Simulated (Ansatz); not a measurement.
Electronic density of states of amorphous Zr20O41Mg, density 5.24 g/cm³, on a 2×2×2 Γ-centred mesh with a Gaussian width of 0.1 eV; energies count from the Fermi level, whose place inside the gap is arbitrary. Cell and mesh are small, so fine structure isn't converged. Level of theory: PBE, scalar-relativistic without spin-orbit coupling (plane waves to 420 eV, PAW; Ansatz, a first-principles code). Sampling: a 2×2×2 Γ-centred mesh; Fermi-Dirac width 0.02 eV; no spin polarisation. At PBE the levels at the filled edge of the gap are localised (band-tail or defect states), and the nearest spread-out levels lie 3.7 eV apart at the zone centre.

A CHGNet melt-quench gave the starting glass, which DFT then relaxed. O atoms were pushed apart under 1.9 Å during the dynamics, to hinder bonds among them. The hot cell started wider than the set density and was brought back towards it in steps. It is the lowest in DFT energy of 2 quenches. It is a model cell: composition and starting density were chosen by hand, and all elements were melted together. No dispersion term was used. Its density started from a set value of 5.24 and ended at 5.24 g/cm³. Cooling (nominally 380 K/ps over its main leg) ran many orders faster than in experiment, which tends to leave more defects and strain. Values belong to this one cell and scatter from quench to quench. The volume was held where the preparation left it and the shape relaxed, at a PBE pressure of -1.5 GPa (tension). Stress components on the final sampling reach 1.6 GPa.

(E - EF (eV), states/(eV atom)): (-12.00, 0.00); (-11.90, 0.00); (-11.80, 0.00); (-11.70, 0.00); (-11.60, 0.00); (-11.50, 0.00); (-11.40, 0.00); (-11.30, 0.00); (-11.20, 0.00); (-11.10, 0.00); (-11.00, 0.00); (-10.90, 0.00); (-10.80, 0.00); (-10.70, 0.00); (-10.60, 0.00); (-10.50, 0.00); (-10.40, 0.00); (-10.30, 0.00); (-10.20, 0.00); (-10.10, 0.00); (-10.00, 0.00); (-9.90, 0.00); (-9.80, 0.00); (-9.70, 0.00); (-9.60, 0.00); (-9.50, 0.00); (-9.40, 0.00); (-9.30, 0.00); (-9.20, 0.00); (-9.10, 0.00); (-9.00, 0.00); (-8.90, 0.00); (-8.80, 0.00); (-8.70, 0.00); (-8.60, 0.00); (-8.50, 0.00); (-8.40, 0.00); (-8.30, 0.00); (-8.20, 0.00); (-8.10, 0.00); (-8.00, 0.00); (-7.90, 0.00); (-7.80, 0.00); (-7.70, 0.00); (-7.60, 0.00); (-7.50, 0.00); (-7.40, 0.00); (-7.30, 0.00); (-7.20, 0.00); (-7.10, 0.00); (-7.00, 0.00); (-6.90, 0.00); (-6.80, 0.00); (-6.70, 0.00); (-6.60, 0.02); (-6.50, 0.18); (-6.40, 0.45); (-6.30, 0.60); (-6.20, 0.69); (-6.10, 0.75); (-6.00, 0.80); (-5.90, 0.89); (-5.80, 0.93); (-5.70, 0.90); (-5.60, 0.95); (-5.50, 1.03); (-5.40, 0.94); (-5.30, 0.86); (-5.20, 0.89); (-5.10, 0.91); (-5.00, 0.84); (-4.90, 0.84); (-4.80, 0.87); (-4.70, 0.89); (-4.60, 0.86); (-4.50, 0.86); (-4.40, 0.87); (-4.30, 0.87); (-4.20, 0.86); (-4.10, 0.84); (-4.00, 0.86); (-3.90, 0.93); (-3.80, 0.98); (-3.70, 0.95); (-3.60, 0.98); (-3.50, 0.95); (-3.40, 0.91); (-3.30, 0.96); (-3.20, 0.95); (-3.10, 0.96); (-3.00, 0.95); (-2.90, 0.95); (-2.80, 1.00); (-2.70, 0.93); (-2.60, 0.91); (-2.50, 0.87); (-2.40, 0.81); (-2.30, 0.78); (-2.20, 0.71); (-2.10, 0.68); (-2.00, 0.59); (-1.90, 0.28); (-1.80, 0.08); (-1.70, 0.14); (-1.60, 0.13); (-1.50, 0.02); (-1.40, 0.00); (-1.30, 0.00); (-1.20, 0.00); (-1.10, 0.00); (-1.00, 0.00); (-0.90, 0.00); (-0.80, 0.00); (-0.70, 0.00); (-0.60, 0.00); (-0.50, 0.00); (-0.40, 0.00); (-0.30, 0.00); (-0.20, 0.00); (-0.10, 0.00); (0.00, 0.00); (0.10, 0.00); (0.20, 0.00); (0.30, 0.00); (0.40, 0.00); (0.50, 0.00); (0.60, 0.00); (0.70, 0.00); (0.80, 0.00); (0.90, 0.00); (1.00, 0.00); (1.10, 0.00); (1.20, 0.00); (1.30, 0.00); (1.40, 0.00); (1.50, 0.02); (1.60, 0.13); (1.70, 0.22); (1.80, 0.25); (1.90, 0.38); (2.00, 0.56); (2.10, 0.59); (2.20, 0.53); (2.30, 0.56); (2.40, 0.65); (2.50, 0.70); (2.60, 0.76); (2.70, 0.76); (2.80, 0.81); (2.90, 0.81); (3.00, 0.79); (3.10, 0.80); (3.20, 0.81); (3.30, 0.73)

The level gap on this mesh is 3.27 eV; the broadening fills part of it in the curve.
